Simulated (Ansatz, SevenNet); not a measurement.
For fluorite AuAl2, the machine-learned potential SevenNet-0 (trained on PBE and PBE+U data) gives:

```
Property                                 Value
------------------------------  --------------
equilibrium lattice constant a         6.064 Å
enthalpy of formation           -0.449 eV/atom
```

Problem. What does r²SCAN0 (PAW; Ansatz, a first-principles code) give for the same quantities?

Solution. 
- lattice constant a: 5.984 Å (drops by 1.3 %)
- formation enthalpy: -0.525 eV/atom (moves by -0.076 eV/atom)

Changes are worked out from the printed values.

Unless a cell is named, each level is at its own relaxed cell (SevenNet-0 18.58, r²SCAN0 17.86 Å³/atom).

Levels without +SOC leave out spin–orbit coupling, which shifts energies and cells of such heavy elements.

Ansatz's density-functional and Hartree–Fock values are scalar-relativistic unless marked +SOC, with PAW data made under PBE.
